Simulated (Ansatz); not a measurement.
Results of PBEsol (PAW; Ansatz, a program for electronic structure) for LiCaMgSiN3 (C2/m, No. 12; cell taken from a computed entry).

Settings: plane-wave cutoff 520 eV, 8×8×6 k mesh (along the axes of the cell as run), Fermi–Dirac smearing 0.01 eV, scalar-relativistic PAW data made under PBE.

Cell (relaxed with PBEsol):

```
CaLiMgN3Si
1.0
    2.76991    -4.89983     0.00519
    2.76991     4.89983     0.00519
   -0.74393     0.00000     5.93516
Li Ca Mg Si N
2 2 2 2 6
Direct
  0.32414   0.32414   0.09222
  0.67586   0.67586   0.90778
  0.31983   0.68017   0.50000
  0.68017   0.31983   0.50000
  0.23313   0.76687   0.00000
  0.76687   0.23313   0.00000
  0.86910   0.86910   0.32169
  0.13090   0.13090   0.67831
  0.19281   0.19281   0.38861
  0.80719   0.80719   0.61139
  0.10330   0.39495   0.80914
  0.89670   0.60505   0.19086
  0.60505   0.89670   0.19086
  0.39495   0.10330   0.80914
```

Estimate the band gap, smallest direct gap on the k points sampled and direct gap at Γ that the calculation returns.


- band gap = 2.92 eV (indirect)
- smallest direct gap on the k points sampled = 3.24 eV
- direct gap at Γ = 3.41 eV

Note: this cell isn't known to be the ambient phase, and symmetry holds it in the calculation.

The computed numbers hold no vibrational or temperature effects.

The result took roughly 2.1 core-minutes.
